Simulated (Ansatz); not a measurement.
BaO (Fm-3m): band-edge transport data

Given:

```yaml
crystal:
  lattice:
    - [0.00000, 2.74496, 2.74496]
    - [2.74496, 0.00000, 2.74496]
    - [2.74496, 2.74496, 0.00000]
  atoms:
    - { symbol: Ba, position: [0.00000, 0.00000, 0.00000] }
    - { symbol: O, position: [0.50000, 0.50000, 0.50000] }
```

The numbers are results of PBEsol, rigid bands (plane waves, PAW, scalar-relativistic; Ansatz, a quantum-chemistry and plane-wave program), not measurements. Cell: cell and atoms relaxed with PBEsol.

```
Item                                                                                                                                                            Value
---------------------------------------------------------------------------------------------------------------------------------------  ----------------------------
band gap                                                                                                                                                      1.84 eV
electron conductivity mass (300 K, dilute)                                                                                                                    0.50 mₑ
hole conductivity mass (300 K, dilute)                                                                                                                        0.99 mₑ
effective density of states N_c (300 K)                                                                                                                   3.3e19 cm⁻³
effective density of states N_v (300 K)                                                                                                                   1.7e20 cm⁻³
density-of-states mass, electrons                                                                                                                             1.21 mₑ
density-of-states mass, holes                                                                                                                                  3.5 mₑ
Seebeck coefficient, n-type 1e19 cm⁻³, 300 K                                                                                                                -318 μV/K
best n-type power factor at 300 K for τ = 10 fs (best axis; densities from 1e16 to 1e21 cm⁻³ tried, whether or not they can be reached)  10.7 μW/(cm·K²) at 1e20 cm⁻³
Seebeck coefficient, p-type 1e19 cm⁻³, 300 K                                                                                                                 462 μV/K
```

Rigid bands; masses and Seebeck coefficients take one relaxation time τ for all states and one kind of carrier; polarons and phonon drag are left out. Spin-orbit coupling is left out; where it splits the top of the valence band, N_v and the p-type Seebeck coefficient come out somewhat high without it.
